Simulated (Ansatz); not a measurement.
The starting structures come from a database of crystals and need not be the phases stable at ambient conditions.

 Where the default PAW files enter, the runs use the earlier of Ansatz's two default sets.

Tunnelling through a barrier is set by its complex band structure: the current falls as exp(−2κd) with the smallest κ.

Here is the system:

```
Cs2NaYF6
1.0
    6.50638     0.00000     0.00000
    0.00000     6.50638     0.00000
    3.25319    -3.25319     4.60070
Cs Na Y F
2 1 1 6
Cartesian
  6.50638   3.25319   2.30035
  3.25319   0.00000   2.30035
  3.25319   3.25319   0.00000
  0.00000   0.00000   0.00000
  3.25319   3.25319   2.39899
  6.50638   0.00000   2.20171
  4.94953   4.94953   0.00000
  1.55685   1.55685   0.00000
  1.55685   4.94953   0.00000
  4.94953   1.55685   0.00000
```

Space group of this cell: Fm-3m. The cell is taken as given; by PBEsol its mean pressure is -2.7 GPa.

Transport runs along the normal of the first two printed cell vectors, the (001) plane of the conventional cell.

The gap is the functional's own, uncorrected, and κ follows it; spin-orbit coupling is left out. Mid-gap values are interpolated between the computed energies.

Problem. State the band gap and the smallest decay constant κ at mid-gap according to PBEsol (Ansatz, a first-principles code).

Solution. Gap 6.71 eV on a 8×8×8 mesh; κ = 0.483 1/Å, at the zone centre.
